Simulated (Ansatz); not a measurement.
Here is the system:

End structure of a constructed model of the (111) surface of fcc Rh, a layer of Pt in place of the third plane (bottom of the slab: a bare face, its two planes held):

```yaml
crystal:
  lattice:
    - [2.70822, 0.00000, 0.00000]
    - [-1.35411, 2.34539, 0.00000]
    - [0.00000, 0.00000, 27.00000]
  atoms:
    - { symbol: Rh, position: [0.33333, 0.66667, 0.29659] }
    - { symbol: Rh, position: [0.66667, 0.33333, 0.37849] }
    - { symbol: Rh, position: [0.00000, 0.00000, 0.45876] }
    - { symbol: Pt, position: [0.33333, 0.66667, 0.54450] }
    - { symbol: Rh, position: [0.66667, 0.33333, 0.62979] }
    - { symbol: Rh, position: [0.00000, 0.00000, 0.70947] }
```

Model: 6-atom slab, 11.0 Å thick at the start with caps and adatoms (thin: gaps and levels are the slab's own), 16x16x1 mesh, Fermi-Dirac 0.1 eV, dipole correction, 2 atoms held, the rest relaxed; held to the start's symmetry, so lower structures may exist; no spin, no spin-orbit, no U. In PBE it is, or lies within 0.01 eV a 1x1 cell of, the lowest of the 2 structures of its composition computed so far; subsurface sites and larger cells were not tried.

### Question
What is the computed work function of the top face (PBE run with Ansatz, a quantum-chemistry and plane-wave program)?

### Answer
5.18 eV
